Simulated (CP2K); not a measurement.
Worked example: self-consistent single point of Se (C2, 3 atoms in the cell) in CP2K.

Method of the run: LDA (Pade form), GAPW, pob-TZVP-rev2 basis, all electrons, non-relativistic run with CP2K.

```
Se
1.0
    4.38311     0.00000     0.00000
   -2.19156     3.79589     0.00000
    0.00000     0.00000     4.96485
Se
3
Cartesian
 -0.49310   0.85407   3.30990
  1.72345   2.98511   0.00000
  0.98620   0.00000   1.65495
```

Reference input (self-consistent single point, DFT LDA (Pade form), GPW, DZVP-MOLOPT-SR-GTH basis, GTH-PADE potentials (GTH_POTENTIALS)): CUTOFF = 400 Ry; REL_CUTOFF = 60 Ry; SMEAR/METHOD = FERMI_DIRAC; ELECTRONIC_TEMPERATURE = 116.05 K; KPOINTS/SCHEME = MONKHORST-PACK 3 3 2; GAMMA_CENTERED = T; XC_FUNCTIONAL = PADE; Se/BASIS_SET = DZVP-MOLOPT-SR-GTH-q6; Se/POTENTIAL = GTH-PADE-q6; METHOD = GPW; EPS_DEFAULT = 1e-10; NGRIDS = 5. This run's input differs from it in these lines:

```diff
@@ -9,6 +9,6 @@
   &DFT
-    BASIS_SET_FILE_NAME BASIS_MOLOPT
-    POTENTIAL_FILE_NAME GTH_POTENTIALS
+    BASIS_SET_FILE_NAME BASIS_pob
+    POTENTIAL_FILE_NAME POTENTIAL
     &QS
-      METHOD GPW
+      METHOD GAPW
       EPS_DEFAULT 1E-10
@@ -24,3 +24,3 @@
       MAX_SCF 100
-      ADDED_MOS 4
+      ADDED_MOS 17
       &DIAGONALIZATION
@@ -75,4 +75,4 @@
     &KIND Se
-      BASIS_SET DZVP-MOLOPT-SR-GTH-q6
-      POTENTIAL GTH-PADE-q6
+      BASIS_SET pob-TZVP-rev2
+      POTENTIAL ALL
     &END KIND
```

Output (repeated stretches shortened):

```
 SCF WAVEFUNCTION OPTIMIZATION

  Step     Update method      Time    Convergence         Total energy    Change
     1 NoMix/Diag. 0.20E+00      -     0.21168679     -7194.8368176115 -7.19E+03
     2 Broy./Diag. 0.20E+00      -     0.00461829     -7194.8279652025  8.85E-03
     3 Broy./Diag. 0.20E+00      -     0.01743014     -7194.5621045060  2.66E-01
     4 Broy./Diag. 0.20E+00      -     0.00892145     -7194.4046330224  1.57E-01
     5 Broy./Diag. 0.20E+00      -     0.01288882     -7194.4837433179 -7.91E-02
     6 Broy./Diag. 0.20E+00      -     0.00515829     -7194.4124269679  7.13E-02
   [... 90 lines left out ...]
    97 Broy./Diag. 0.20E+00      -     0.00987127     -7194.4338659333  3.02E-05
    98 Broy./Diag. 0.20E+00      -     0.01014277     -7194.4338888276 -2.29E-05
    99 Broy./Diag. 0.20E+00      -     0.01042217     -7194.4338593413  2.95E-05
   100 Broy./Diag. 0.20E+00      -     0.01070875     -7194.4338805462 -2.12E-05
  Leaving inner SCF loop after reaching   100 steps.

  Overlap energy of the core charge distribution:               0.00000052041065
  Self energy of the core charge distribution:              -1918.24458406237136
  Core Hamiltonian energy:                                  -5824.17511960422507
  Hartree energy:                                             192.19073751013590
   [... lines left out ...]
  Fermi energy:                                                 0.19839633340681
  Total energy:                                             -7194.43388054619936
   [... lines left out ...]
 *  /   \                                                                      *
 * [ABORT]                                                                     *
 *  \___/     SCF run NOT converged. To continue the calculation regardless,   *
 *    |             please set the keyword IGNORE_CONVERGENCE_FAILURE.         *
 *  O/|                                                                        *
 * /| |                                                                        *
 * / \                                                            qs_scf.F:702 *
 *******************************************************************************

 ===== Routine Calling Stack =====

            4 scf_env_do_scf
            3 qs_energies
            2 qs_forces
            1 CP2K
Abort(1) on node 0 (rank 0 in comm 0): application called MPI_Abort(MPI_COMM_WORLD, 1) - process 0
```

The run ended unconverged after 100 iterations. 

The starting cell has typed, rounded lattice constants, without a prior relaxation at this level. Its lattice was rescaled by up to half a per cent. One atom was moved a little off its site on purpose. Values carry the incompleteness of an atom-centred basis.

Cost on one core of a shared machine: roughly 2 min.
